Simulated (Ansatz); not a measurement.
## Sr on the Hf site + O vacancy (monoclinic HfO2 host)

Method: PBE, PAW (plane waves to 420 eV; Ansatz, a quantum-chemistry and plane-wave program). A supercell of 96 sites (2×2×2 repeats of a cell of 12 atoms) was used; the energies come from a 2×2×2 shifted sampling of its zone. Sites at the start: the Hf site; O(1) 2.15 Å away. Energies of charged states are corrected for periodic images (point charge plus alignment at distant sites). Dielectric constants: PBE linear response of the host. Host gap at this level: 4.04 eV. Finite-size and sampling errors can reach tenths of an eV here. The semilocal functional narrows the gap, so deep levels can fall outside it. Spin–orbit coupling is left out, which matters for these heavy elements. Each state is the lowest found from its start.

Formation energies E_f are given with the Fermi level at the valence-band maximum. Chemical conditions: Hf-rich (Δμ(Hf) = 0.00 eV, Δμ(O) = -5.19 eV, Δμ(Sr) = -1.08 eV, bounded by SrHfO3 (Pnma); only phases computed here count, gases as isolated molecules at 0 K); O-rich (Δμ(Hf) = -10.38 eV, Δμ(O) = 0.00 eV, Δμ(Sr) = -6.27 eV, bounded by SrHfO3 (Pnma); only phases computed here count, gases as isolated molecules at 0 K). Reference phases: Hf: hcp Hf, O: O2 molecule in a box, Sr: fcc Sr.

The name describes the start; the neighbours show where the atoms ended.

Charges with a result: +1, 0. Others weren't obtained, and one of them could lie lower, also by skipping a charge.

| charge | moment (μB) | point group | largest move off a lattice site (Å) | neighbours of the last Sr atom of the defect at the end (Å) | image correction with alignment (eV) | E_f, Hf-rich (eV) | E_f, O-rich (eV) |
|---|---|---|---|---|---|---|---|
| +1* | 1.0 | C1 | 0.36 | O 2.27, O 2.29, O 2.30, O 2.41, O 2.42, O 2.47 | – | – | – |
| 0 | not spin-polarised | C1 | 0.36 | O 2.27, O 2.28, O 2.30, O 2.41, O 2.41, O 2.47 | 0.00 | 3.12 | 3.12 |

* At this level the carrier isn't localised at the defect: at charge +1 holes occupy the valence band. Such a state is shallow or no state of the defect, and this cell gives it no level.

Point groups are those of the whole cell at tolerances of 0.03 and 0.1 Å ("near" where only the looser one holds); none is given for unsettled states.

Flagged in the runs: a doubtful potential alignment, a host whose relaxation on this sampling wasn't shown to rest, a strain field that reaches the edge of the cell.

All states together cost about 6 core-hours (a rough figure).
